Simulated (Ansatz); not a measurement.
**Zn, response to strain**

Base system: Zn in the hcp (Mg type) structure (space group P6_3/mmc, No. 194; a = 2.6129 Å, c = 4.7815 Å; relaxed with 0.1 eV smearing).

Strains are applied to the cell and any free atomic positions relax.

The values are results of PBEsol (Ansatz, a program for electronic structure, PAW, no SOC), not measurements.

Candidates:
(a) isotropic strain +3.00 %
(b) isotropic strain +2.50 %
(c) isotropic strain −2.50 %
(d) isotropic strain −0.50 %
(e) isotropic strain −1.50 %

Notes on the quantities. energy relative to the base: free energy F.

**Question.** Order them by energy relative to the base, lowest first.

**Answer.** (d) isotropic strain −0.50 % (+0.9 meV/atom), (e) isotropic strain −1.50 % (+8.8 meV/atom), (b) isotropic strain +2.50 % (+21 meV/atom), (c) isotropic strain −2.50 % (+26 meV/atom), (a) isotropic strain +3.00 % (+29 meV/atom)

Stability against distortions was not tested.
